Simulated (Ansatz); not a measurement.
WC: response to strain

The reference is WC (space group P-6m2, No. 187; a = 2.9127 Å, c = 2.8354 Å; relaxed with 0.1 eV smearing).

Strains are applied to the cell and any free atomic positions relax.

Computed with Kohn–Sham DFT with the r2SCAN functional, run in Ansatz (a quantum-chemistry and plane-wave program) with PAW and 500 eV plane waves, no spin-orbit coupling.

Notes on the quantities. pressure: mean of the normal stresses, compression positive.

| isotropic strain (%) | pressure (GPa) |
|---|---|
| -3 | 44.7 |
| -2.5 | 36.0 |
| -2 | ? |
| -1.5 | 20.2 |
| -1 | 13.0 |
| -0.5 | 6.3 |
| 0 | 0.0 |

**Question.** Fit P = P₀ − Bδ + Cδ² with δ = (1 + ε)³ − 1 to the rows shown and predict the withheld row.

**Answer.** Least squares on the printed values gives P₀ = 0.0 GPa, B = 397 GPa (at held cell shape), C = 1300 GPa (largest residual 0.1 GPa); this predicts 27.9 GPa, and the run gives 27.8 GPa, in agreement.

Stability against distortions was not tested. The final runs are not spin-polarised.
